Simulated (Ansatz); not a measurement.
Take InP in the zinc blende structure (space group F-43m, No. 216; a = 5.878 Å) as the base.

All numbers come from Ansatz (a quantum-chemistry and plane-wave program), PBEsol, PAW, cutoff 420 eV, no SOC.

One change was made to it. Results:

```tsv
quantity	base	after
volume per atom	25.39 Å³	37.94 Å³
band gap	0.57 eV	zero
```

Q: Name the change that was made.
(A) In → Be
(B) P → Bi
(C) P → As

A: B, P → Bi. For comparison, the volume per atom in the other runs: P → As gives 28.20 Å³; In → Be gives 14.84 Å³.

Spin-orbit coupling, missing from the scalar runs, can matter with Bi. Whether these cells are dynamically stable was not tested. As relaxed here, BeP is a hypothetical phase, not in the database extracts checked. For InBi in this form, whether it has been made was not checked. The final runs are not spin-polarised. An odd electron count without spin: BeP. The zero or small gap of InAs can change with the level of theory.
